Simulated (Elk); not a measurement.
A self-consistent single point of CdSe (R3m, 2 atoms in the cell) with Elk.

Method: LDA (PW92), all-electron FP-LAPW, Elk's shipped species files, APW+lo basis with extra local orbitals in Elk.

```
CdSe
1.0
    0.00000     3.04013     3.04013
    3.04013     0.00000     3.04013
    3.04013     3.04013     0.00000
Cd Se
1 1
Cartesian
  0.02887   0.02887   0.02887
  1.52006   1.52006   1.52006
```

Reference input (self-consistent single point, DFT, LDA (PW92), all-electron FP-LAPW, Elk's shipped species files, APW+lo basis with extra local orbitals): xctype = 3; rgkmax = 8; stype = 3; swidth = 0.000367493 Ha; ngridk = 3 3 3; gmaxvr = 16 1/bohr; nxlo = 2; lorbcnd = true; rmtscf = 0.92; lmaxi = 3. This run's input differs from it in these lines:

```diff
@@ -19,3 +19,3 @@
 rmtscf
-  0.92
+  0.78
```

Output (repeated stretches shortened):

```
│ Self-consistent loop started │
│ Loop number : 1 │
 total energy                :     -8023.55980968
│ Loop number : 2 │
 total energy                :     -8023.50101695
RMS change in Kohn-Sham potential (target) :   0.9153176796E-01 (  0.1000000000E-05)
Absolute change in total energy (target)   :   0.5879273045E-01 (  0.1000000000E-03)
│ Loop number : 3 │
 total energy                :     -8023.40527204
RMS change in Kohn-Sham potential (target) :   0.7762158137E-01 (  0.1000000000E-05)
Absolute change in total energy (target)   :   0.1104430944     (  0.1000000000E-03)
│ Loop number : 4 │
   [... lines left out ...]
Absolute change in total energy (target)   :    48.50939079     (  0.1000000000E-03)
│ Loop number : 198 │
 total energy                :     -8016.22735565
RMS change in Kohn-Sham potential (target) :   0.2549014562E-01 (  0.1000000000E-05)
Absolute change in total energy (target)   :    5.832957270     (  0.1000000000E-03)
│ Loop number : 199 │
 total energy                :     -8029.83279469
RMS change in Kohn-Sham potential (target) :   0.1663965067     (  0.1000000000E-05)
Absolute change in total energy (target)   :    12.14719972     (  0.1000000000E-03)
│ Loop number : 200 │
Reached self-consistent loops maximum

Energies :
 Fermi                       :     0.146302829630
 total energy                :     -8036.10153191

Density of states at Fermi energy :   0.5697056977E-03
 (states/Hartree/unit cell)

Estimated indirect band gap :   0.1015506318E-01
 from k-point      1 to k-point      1
Estimated direct band gap   :   0.1015506318E-01
 at k-point      1

Charges :
 core                        :    48.00000000
 valence                     :    34.00000000
 interstitial                :    5.968940519
 muffin-tins (core leakage)
  species :    1 (Cd)
   atom    1                 :    45.24034182     (  0.4929877943E-02)
  species :    2 (Se)
   atom    1                 :    30.79071766     (  0.1866726858E-02)
 total in muffin-tins        :    76.03105948
 total calculated charge     :    81.99212618
 total charge                :    82.00000000
 error                       :   0.7873817829E-02

│ Self-consistent loop stopped │
```

The run ended unconverged after 200 iterations. 

The starting cell has typed, rounded lattice constants, without a prior relaxation at this level. Its lattice was rescaled by up to half a per cent. One atom was moved a little off its site on purpose. Values depend on the basis (sphere radii, cutoffs, local orbitals), which need not be converged.

Cost on one core of a shared machine: roughly 5 min.
